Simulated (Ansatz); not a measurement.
AlN (P6_3mc), r2SCAN with spin-orbit coupling, rigid bands (Ansatz, a program for electronic structure): N_v = 6.16e19 cm⁻³ at 300 K and a hole conductivity mass of 0.417 mₑ along z (a = (3.11, 0.00, 0.00) Å; b = (-1.55, 2.69, 0.00) Å; c = (0.00, 0.00, 4.98) Å).

Problem. For 1e17 holes per cm³ at 300 K, place the Fermi level, estimate the Seebeck coefficient of a parabolic band with constant τ, and give mobility and conductivity for τ = 10 fs.

Solution. The level lies k_BT ln(N_v/p) = 0.166 eV above the valence-band maximum. S ≈ +(k_B/e)[ln(N_v/p) + 5/2] = 769 μV/K, against 769 μV/K from the full bands (mean over directions). μ = eτ/m = 42.2 cm²/(V·s) and σ = peμ = 0.676 S/cm. τ is assumed, not computed.

Band transport and this doping are assumed; polarons and phonon drag are left out.
